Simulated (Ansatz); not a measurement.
## KZnF3 (Pm-3m): band-edge transport data

Input:

```
CELL_PARAMETERS angstrom
      4.05232     0.00000     0.00000
      0.00000     4.05232     0.00000
      0.00000     0.00000     4.05232
ATOMIC_POSITIONS crystal
  K  0.00000 0.00000 0.00000
  Zn 0.50000 0.50000 0.50000
  F  0.00000 0.50000 0.50000
  F  0.50000 0.00000 0.50000
  F  0.50000 0.50000 0.00000
```

Calculation: PBEsol, rigid bands (plane waves, PAW, scalar-relativistic; Ansatz, a first-principles code). Geometry: cell and atoms relaxed with PBEsol.

The band gap is 3.71 eV, the electron conductivity mass (300 K, dilute) is 0.45 mₑ and the hole conductivity mass (300 K, dilute) comes out as 1.27 mₑ. The effective density of states N_c (300 K) is 7.9e18 cm⁻³ and the effective density of states N_v (300 K) is 5.8e20 cm⁻³. The density-of-states mass, electrons is 0.46 mₑ and the density-of-states mass, holes comes out as 8.1 mₑ. The Seebeck coefficient, n-type 1e19 cm⁻³, 300 K is -199 μV/K and the best n-type power factor at 300 K for τ = 10 fs (best axis; densities from 1e16 to 1e21 cm⁻³ tried, whether or not they can be reached) is 2.8 μW/(cm·K²) at 3e19 cm⁻³. The Seebeck coefficient, p-type 1e19 cm⁻³, 300 K is 521 μV/K.

Rigid bands; masses and Seebeck coefficients take one relaxation time τ for all states and one kind of carrier; polarons and phonon drag are left out. Spin-orbit coupling is left out; where it splits the top of the valence band, N_v and the p-type Seebeck coefficient come out somewhat high without it.

Formula and space group known from diffraction (Crystallography Open Database), not checked to be the room-temperature form: KZnF3 (Pm-3m).
